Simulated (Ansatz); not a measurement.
The starting structures come from a database of crystals and need not be the phases stable at ambient conditions.

## Evanescent states of Cs₂PdI₆ (I4/mmm, not sure to be the ambient phase, 9 atoms a cell, 42.6 Å³ an atom) along the normal of (101)

Calculation: r2SCAN (plane waves, PAW; Ansatz, an electronic-structure program).

The gap is the functional's own, uncorrected, and κ follows it; spin-orbit coupling is left out. Mid-gap values are interpolated between the computed energies.

Energies count from the valence-band top; κ is the least over a 4×4 mesh across the current.

```json
[
 {"E (eV)": "0.03", "κ (1/Å)": "0.089", "where": "Γ"},
 {"E (eV)": "0.07", "κ (1/Å)": "0.122", "where": "off Γ"},
 {"E (eV)": "0.12", "κ (1/Å)": "0.121", "where": "off Γ"},
 {"E (eV)": "0.17", "κ (1/Å)": "0.120", "where": "off Γ"},
 {"E (eV)": "0.23", "κ (1/Å)": "0.118", "where": "off Γ"},
 {"E (eV)": "0.28", "κ (1/Å)": "0.115", "where": "off Γ"},
 {"E (eV)": "0.33", "κ (1/Å)": "0.111", "where": "off Γ"},
 {"E (eV)": "0.38", "κ (1/Å)": "0.106", "where": "off Γ"},
 {"E (eV)": "0.42", "κ (1/Å)": "0.100", "where": "off Γ"},
 {"E (eV)": "0.47", "κ (1/Å)": "0.093", "where": "off Γ"},
 {"E (eV)": "0.53", "κ (1/Å)": "0.084", "where": "off Γ"},
 {"E (eV)": "0.57", "κ (1/Å)": "0.072", "where": "off Γ"},
 {"E (eV)": "0.62", "κ (1/Å)": "0.058", "where": "off Γ"},
 {"E (eV)": "0.68", "κ (1/Å)": "0.034", "where": "off Γ"}
]
```

Q: How thick must the barrier be to attenuate the transmission by 10^6 when the electrodes' Fermi level lies at 0.28 eV, and what attenuation does that film give at 0.42 eV?

A: d = 6 ln 10 / (2 × 0.115) = 60.1 Å. At 0.42 eV it gives 6 × 0.100/0.115 = 5.2 decades.
